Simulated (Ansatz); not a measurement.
The parent structure is MgSe in the rock salt structure (space group Fm-3m, No. 225; a = 5.450 Å).

Perturbation: a hydrostatic pressure of 30 GPa.

Levels (all Ansatz, an electronic-structure program, PAW): PBEsol (420 eV, no SOC); r2SCAN (500 eV, spin-orbit coupling left out).

The geometry is relaxed with PBEsol.

- PBEsol electron mass = 0.54 mₑ along k, 0.24 mₑ across (at X)
- PBEsol hole mass = 0.21, 0.56, 0.56 mₑ (at Γ)
- PBEsol band gap = 2.18 eV
- PBEsol width of the top valence band = 3.52 eV

**Question.** What does r2SCAN give at this geometry for the electron mass, hole mass, band gap and width of the top valence band?

**Answer.** The electron mass goes from 0.54 mₑ along k, 0.24 mₑ across (at X) to 0.53 mₑ along k, 0.25 mₑ across (at X); the hole mass (degenerate bands, along [100]) becomes 0.23, 0.57, 0.57 mₑ (at Γ) (PBEsol: 0.21, 0.56, 0.56 mₑ (at Γ)); the band gap increases by 0.76 eV (2.18 eV → 2.94 eV); the width of the top valence band decreases by 0.03 eV, from 3.52 eV to 3.49 eV.

Single points use the geometry relaxed with PBEsol. Their cutoffs differ, which shifts pressures a little. Load acts through the strain it causes; cell and atoms are relaxed under it. Effective masses come from finite differences of ±0.01 Å⁻¹. Along k means along the line from Γ to the band edge. Whether these cells are dynamically stable was not tested. No other phases were tried under pressure.
